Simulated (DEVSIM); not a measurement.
Device: Mo/SiON/p-Si capacitor, at 250 K.

| layer (left to right) | material | thickness (nm) | Na (cm⁻³) |
|---|---|---|---|
| 1 | SiON | 3.50 | - |
| 2 | Si | 550 | 1.1e18 |

Metal gate on the left, work function 4.6 eV. Fixed charge at the semiconductor interface -2.7e10 cm⁻² (in units of +e); no interface traps.

The device is made up for the run: typed textbook-type constants, with dimensions and the other settings drawn at random. Values at 300 K; Nc and Nv go as T^1.5, mobilities as T to minus their exponent, the gap by Varshni's rule with the affinity fixed.

| parameter | SiON | Si |
|---|---|---|
| gap (eV) | 7 | 1.124 |
| affinity (eV) | 1.4 | 4.05 |
| permittivity | 5.5 | 11.7 |
| Nc (cm⁻³) | - | 2.86e19 |
| Nv (cm⁻³) | - | 3.1e19 |
| Varshni α (eV/K) | - | 0.000473 |
| Varshni β (K) | - | 636 |

Model (solved in DEVSIM): 1D Poisson equation in equilibrium, Boltzmann statistics, complete ionisation; no quantum confinement or tunnelling. Metal contacts follow the ideal Schottky-Mott rule: no Fermi-level pinning, no interface dipoles.

Base results: minimum of the low-frequency capacitance (μF/cm²) 0.263; flat-band voltage (V) -0.52; capacitance of the dielectric stack (μF/cm²) 1.39; threshold voltage (band bending 2φF) (V) 0.93.

Task: What follows from this one change: fixed charge -2.7e+10 → 2.073e+12 cm^-2?

Result: minimum of the low-frequency capacitance little changed (0.267 μF/cm²); flat-band voltage -0.52 → -0.76 V; capacitance of the dielectric stack little changed (1.39 μF/cm²); threshold voltage (band bending 2φF) 0.93 → 0.68 V.

Task: What follows from this one change: SiON thickness 0.0035 → 0.0024 μm?

Result: minimum of the low-frequency capacitance 0.263 → 0.283 μF/cm²; flat-band voltage little changed (-0.52 V); capacitance of the dielectric stack 1.39 → 2.03 μF/cm²; threshold voltage (band bending 2φF) 0.93 → 0.78 V.

Task: What follows from this one change: substrate doping 1.1e+18 → 1.1e+17 cm^-3?

Result: minimum of the low-frequency capacitance 0.263 → 0.103 μF/cm²; flat-band voltage -0.52 → -0.47 V; capacitance of the dielectric stack little changed (1.39 μF/cm²); threshold voltage (band bending 2φF) 0.93 → 0.57 V.

Task: What follows from this one change: interface trap density 0 → 2e+12 cm^-2 eV^-1?

Result: minimum of the low-frequency capacitance 0.263 → 0.442 μF/cm²; flat-band voltage -0.52 → -0.58 V; capacitance of the dielectric stack little changed (1.39 μF/cm²); threshold voltage (band bending 2φF) 0.93 → 1.09 V.

Task: What follows from this one change: gate work function 4.6 → 4.75 eV?

Result: minimum of the low-frequency capacitance little changed (0.266 μF/cm²); flat-band voltage -0.52 → -0.37 V; capacitance of the dielectric stack little changed (1.39 μF/cm²); threshold voltage (band bending 2φF) 0.93 → 1.07 V.
